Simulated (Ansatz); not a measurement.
**A constructed model of the (110) surface of bcc Nb, a layer of Zr in place of the second plane (bottom of the slab: a bare face, its two planes held)**

Calculation: PBE (plane waves to 420 eV, PAW; Ansatz, a quantum-chemistry and plane-wave program).

Set-up: 6 atoms, 11.8 Å thick at the start; mesh 14x14x1; 0.1 eV smearing; dipole correction on; 2 atoms held, the rest relaxed; held to the start's symmetry, so lower structures may exist; no spin, no spin-orbit, no U. It is one candidate, not shown to be the stable structure of the face.

| Item | Result |
|---|---|
| work function of the top face | 4.61 eV |
| energy released by relaxation | 0.043 eV |
| cost | very roughly 3 core-minutes |
